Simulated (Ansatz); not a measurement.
# BaAg2GeS4 under a change: tensor shear ε_xz = +1.60 %

Start from BaAg2GeS4 (space group I-42m, No. 121; a = 6.7264 Å, c = 8.0504 Å). Axes: x, y, z lie along a, b, c of the conventional cell.

The change: tensor shear ε_xz = +1.60 % (engineering shear γ = 0.0320), atoms relaxed at fixed cell.

Level of theory: PBEsol (Ansatz, a quantum-chemistry and plane-wave program; PAW; 420 eV plane waves; scalar-relativistic without spin-orbit coupling). k-mesh 7×7×7 (Γ-centred); smearing 0.05 eV (Fermi–Dirac).

```tsv
quantity	base	changed	shift
volume per atom	22.76 Å³	22.76 Å³	-0.006 Å³
space group	I-42m (No. 121)	C2 (No. 5)	–
shortest interatomic distance	2.224 Å	2.220 Å	-0.004 Å
energy relative to the base (free energy F)	0 meV/atom	+1.3 meV/atom	+1.3 meV/atom
pressure (mean of the normal stresses, compression positive)	0.00 GPa	-0.01 GPa	-0.01 GPa
band gap	0.48 eV	0.48 eV	-0.006 eV
gap character	–	indirect, Y₂ → Γ	–
smallest direct gap	0.94 eV	0.95 eV	+0.01 eV
electron mass	0.26 mₑ along c, 0.18 mₑ across (at Γ)	0.26 mₑ along z, 0.18 mₑ across (at Γ)	–
hole mass	0.77 mₑ along k, 0.42 mₑ across (at M)	0.77 mₑ along k, 0.42 mₑ across (at M)	–
largest internal atomic displacement	–	0.037 Å	–
stress (xx, yy, zz, yz, xz, xy; compression positive)	–	(0.00, -0.02, 0.00, 0.00, -0.57, 0.00) GPa	–
```

The cells carry an imposed strain or load. Effective masses come from finite differences of ±0.01 Å⁻¹. Along k means along the line from Γ to the band edge. Stability against distortions was not tested. k-point labels follow each cell's own Brillouin zone.
